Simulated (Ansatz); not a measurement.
The parent structure is Zr in the hcp (Mg type) structure (space group P6_3/mmc, No. 194; relaxed with 0.1 eV smearing).

```xyz
2
Lattice="3.2443 0.0000 0.0000 -1.6222 2.8097 0.0000 0.0000 0.0000 5.1580" Properties=species:S:1:pos:R:3 pbc="T T T"
Zr     0.0000     1.8731     3.8685
Zr     1.6222     0.9366     1.2895
```

Cartesian axes are those of the cell as printed.

Computed with plane-wave PAW DFT at the r2SCAN level (Ansatz, a quantum-chemistry and plane-wave program, 500 eV), no spin-orbit coupling.

Strains are applied to the cell and any free atomic positions relax.

One change was made to it. Results:

| quantity | base | after |
|---|---|---|
| energy relative to the base (free energy F) | 0 meV/atom | +93 meV/atom |
| pressure (mean of the normal stresses, compression positive) | 0.0 GPa | -9.2 GPa |

**Question.** Which change produced these results?
(A) isotropic strain +1.25 %
(B) strain tensor (xx, yy, zz, yz, xz, xy) = (+1.02, +2.16, +0.33, −0.24, −1.17, −0.29) %
(C) isotropic strain +4.03 %
(D) uniaxial strain ε_xx = +5.71 %

**Answer.** C, isotropic strain +4.03 %. For comparison, the energy relative to the base in the other runs: uniaxial strain ε_xx = +5.71 % gives +31 meV/atom; isotropic strain +1.25 % gives +9.5 meV/atom; strain tensor (xx, yy, zz, yz, xz, xy) = (+1.02, +2.16, +0.33, −0.24, −1.17, −0.29) % gives +11 meV/atom.

Whether these cells are dynamically stable was not tested. The final runs are not spin-polarised.
